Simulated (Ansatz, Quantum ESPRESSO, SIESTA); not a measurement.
Al3Cu (P1, 4 atoms in the cell) computed with different codes at matched settings

Self-consistent single point, at a second geometry (atoms moved at random). First geometry:

```
Al3Cu
1.0
    2.79897     0.00000     0.00000
    0.00000     2.79897     0.00000
    0.00000     0.00000     7.56900
Al Cu
3 1
Direct
  0.00000   0.00000   0.50000
  0.50000   0.50000   0.22612
  0.50000   0.50000   0.77388
  0.00000   0.00000   0.00000
```

Second geometry:
```
Al3Cu
1.0
    2.79897     0.00000     0.00000
    0.00000     2.79897     0.00000
    0.00000     0.00000     7.56900
Al Cu
3 1
Direct
  0.01076   0.00440   0.50230
  0.48642   0.50667   0.22132
  0.50846   0.48967   0.77398
  0.99436   0.99925   0.00240
```

Shared settings, as Ansatz (a quantum-chemistry and plane-wave program) writes them: kpoints.mp_grid.grid = 15 15 6; scf.occupations.method = fermi_dirac; scf.occupations.width = 0.1 eV. Potentials and cutoffs stand in the table.

| code | model | ΔF from the first geometry (meV/atom) | pressure (GPa) | largest force (eV/Å) | cutoff |
|---|---|---|---|---|---|
| SIESTA | LDA PW92, numerical atomic orbitals DZP, PseudoDojo LDA standard norm-conserving potentials (rewritten from UPF to PSML) | 0.8 | -4.30 | 0.303 | grid 300 Ry |
| Quantum ESPRESSO | LDA (PZ), PSlibrary ultrasoft (LDA) pseudopotentials | -0.1 | -3.97 | 0.372 | 55 Ry |
| Ansatz | LDA (PW92), PAW files made with PBE | -0.1 | -3.93 | 0.370 | default |

Size of the force on each atom (eV/Å): Sizes of forces hide their directions.

```
code                Al1    Al2    Al3    Cu4
----------------  -----  -----  -----  -----
SIESTA            0.145  0.101  0.303  0.173
Quantum ESPRESSO  0.139  0.113  0.372  0.160
Ansatz            0.139  0.113  0.370  0.159
```

On Ansatz's run: spin polarisation is off.

The spread over the programs that give each value: ΔF from the first geometry within 0.9 meV/atom; pressure within 0.37 GPa; largest force within 0.069 eV/Å.

SIESTA uses small atom-centred bases, whose incompleteness enters pressures, forces and empty levels differently from a plane-wave cutoff. Ansatz's pressure is given at a fixed set of plane waves, as the other plane-wave codes print theirs; with its correction for the finite basis it is -3.89 GPa. The same LDA comes in different parametrisations, which differ slightly. In the force vectors, SIESTA (by 0.091) lies more than 0.08 eV/Å from the median of the plane-wave programs.

The starting cell comes from a database of computed structures (which also holds hypothetical and non-ambient phases and stackings), without a prior relaxation at this level. Its lattice was rescaled by a random factor within 2.5 % of one. For this run, on top of that: atoms moved at random.

Keys are those of Ansatz 0.2.
